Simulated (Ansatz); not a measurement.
The parent structure is AlAs in the zinc blende structure (space group F-43m, No. 216; a = 5.674 Å).

All numbers come from Kohn–Sham DFT with the PBEsol functional, run in Ansatz (a program for electronic structure) with PAW and 420 eV plane waves, no spin-orbit coupling, earlier PAW set.

Base values:

| Quantity | Result |
|---|---|
| Gap character | indirect, Γ → X |
| Density | 3.70 g/cm³ |
| Smallest direct gap | 1.91 eV |
| Shortest interatomic distance | 2.457 Å |

The change: full substitution Al → B; the structure is relaxed again.

Question: Predict the new gap character.

Answer: The gap character changes from indirect, Γ → X to indirect, Γ → Γ–X (82 % along).

Question: Estimate the effect on the density.

Answer: The density goes up by 1.55 g/cm³ to 5.25 g/cm³.

Question: Predict the new smallest direct gap.

Answer: The smallest direct gap increases by 1.34 eV to 3.25 eV.

Question: Predict the new shortest interatomic distance.

Answer: The shortest interatomic distance falls by 0.393 Å to 2.064 Å.

Whether these cells are dynamically stable was not tested.
